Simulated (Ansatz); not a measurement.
Take ZnSe in the zinc blende structure (space group F-43m, No. 216; a = 5.568 Å) as the base. Axes: x, y, z lie along the cube axes.

The values are results of Ansatz (a first-principles code), LDA, PAW, cutoff 420 eV, no spin-orbit coupling, not measurements.

It is then changed as follows: the cell is compressed by 1.50 % along z with no lateral relaxation, atoms relaxed at fixed cell.

Problem. Predict the stress tensor and what it implies for the stiffness.

Solution. Stress of the strained cell less that of the base (GPa, compression positive):
```
   0.93    0.00    0.00
   0.00    0.93    0.00
   0.00    0.00    1.49
```

Then −Δσ_ii/ε with ε = -0.0150 gives secant stiffness values (nonlinear terms included at this strain): C33 ≈ 99 GPa, C13 ≈ 62 GPa and C23 ≈ 62 GPa.

No phonon test of stability was made.
